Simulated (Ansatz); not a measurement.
N on the 1x1 (110) surface of bcc Ta, one in a 2x1 cell, energies for each (15.6 Å²). Energies are against ½ N2(g), without zero-point or thermal terms; each row is named by its start.

All values below come from PBE (plane waves to 420 eV, PAW; Ansatz, a quantum-chemistry and plane-wave program).

**Question.** Which site binds most strongly?
A) hollow Ta-Ta-Ta
B) bridge Ta-Ta (span 3.3 Å)
C) top Ta
D) bridge Ta-Ta (span 2.9 Å)

**Answer.** B, bridge Ta-Ta (span 3.3 Å). Adsorption energies: bridge Ta-Ta (span 3.3 Å) -2.60 eV; hollow Ta-Ta-Ta -2.06 eV; bridge Ta-Ta (span 2.9 Å) -0.93 eV; top Ta 1.45 eV.
